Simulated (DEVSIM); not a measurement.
System: n-channel Si fully depleted SOI MOSFET with Al2O3, at 300 K.

```
Quantity                                                     Result
-----------------------  ------------------------------------------
Gate length                                                   30 nm
Source drain length                                           24 nm
Dielectric thickness                                         1.6 nm
Lateral straggle                                             1.9 nm
Underlap                                                       0 nm
Body thickness                                               8.8 nm
Buried oxide                                                  15 nm
Gate work function                                          4.31 eV
Source and drain doping  5.6e19 cm⁻³, Gaussian tails under the gate
Body doping                                               9e17 cm⁻³
Lifetime                                                     1e-8 s
Supply                                                        0.6 V
Back work function                                          4.51 eV
```

All mobilities are scaled by 0.4; velocity saturation, μ/(1 + (μE/vsat)^b)^(1/b) with b = 2 for electrons and 1 for holes and E the electric field along each mesh edge, is on. Mobility is constant in doping.

Constants are typed, rounded textbook-type inputs, not results; the design itself was drawn at random and stands for no fabricated device. Values at 300 K.

Si: gap (eV) 1.124, affinity (eV) 4.05, permittivity 11.7, Nc (cm⁻³) 2.86e19, Nv (cm⁻³) 3.1e19, μn (cm²/Vs) 1417, μp (cm²/Vs) 470, vsat,n (cm/s) 1e7, vsat,p (cm/s) 8.4e6. Al2O3: gap (eV) 6.8, affinity (eV) 1.35, permittivity 9. SiO2: gap (eV) 9, affinity (eV) 0.9, permittivity 3.9.

Model (solved in DEVSIM): 2D drift-diffusion, Boltzmann statistics, complete ionisation; no quantum confinement, tunnelling, impact ionisation, self-heating, contact resistance or fringe fields beside the gate. Metal contacts follow the ideal Schottky-Mott rule: no Fermi-level pinning, no interface dipoles.

Transfer curves, |Id| in μA/μm:

| Vg (V) | Vd = 0.05 V | Vd = 0.6 V |
|---|---|---|
| -0.18 | 0.003851 | 0.04809 |
| -0.15 | 0.007587 | 0.09254 |
| -0.12 | 0.01498 | 0.1774 |
| -0.09 | 0.02969 | 0.3379 |
| -0.06 | 0.05904 | 0.6381 |
| -0.03 | 0.1179 | 1.192 |
| 0 | 0.2364 | 2.203 |
| 0.03 | 0.4758 | 4.018 |
| 0.06 | 0.9604 | 7.221 |
| 0.09 | 1.938 | 12.72 |
| 0.12 | 3.887 | 21.83 |
| 0.15 | 7.677 | 36.23 |
| 0.18 | 14.73 | 57.80 |
| 0.21 | 26.99 | 88.34 |
| 0.24 | 46.46 | 129.2 |
| 0.27 | 74.36 | 181.0 |
| 0.3 | 110.7 | 243.4 |
| 0.33 | 154.6 | 315.4 |
| 0.36 | 204.7 | 395.8 |
| 0.39 | 259.6 | 483.3 |
| 0.42 | 317.8 | 576.6 |
| 0.45 | 378.2 | 674.6 |
| 0.48 | 439.6 | 776.7 |
| 0.51 | 501.1 | 882.0 |
| 0.54 | 562.0 | 990.1 |
| 0.57 | 621.6 | 1101 |
| 0.6 | 679.4 | 1213 |

### Question
Work out the subthreshold swing at low drain bias from the rows at 0.03 and 0.06 V, and compare it with the thermal limit.

### Answer
log10(0.9604/0.4758) = 0.305 over 30.0 mV, so S = 98.4 mV/decade. The limit kT/q ln 10 is 59.5 mV/decade; the ratio is 1.65. This is the steepest step of the table.

### Question
Find both thresholds at the constant current 0.1 μA × (1 μm/L) a micrometre, and the DIBL.

### Answer
The current is 3.33 μA/μm. Interpolating ln Id gives 0.113 V and 0.021 V; their difference over the 0.55 V of drain bias is 170 mV/V.

### Question
Give the natural length λ = √(ε_body t_body t_ox / (ε_ox)) and the gate length in units of it.

### Answer
λ = 4.28 nm and L/λ = 7.0. The formula is that for thin layers, and L is the gate's length, not the shorter one between the doping tails.

Source and drain are degenerate, where Boltzmann statistics are only rough. The electric field that drives the saturation includes the junctions' built-in field, which lowers the mobility there even at small currents: subthreshold currents come out too low, a known weakness of this choice.
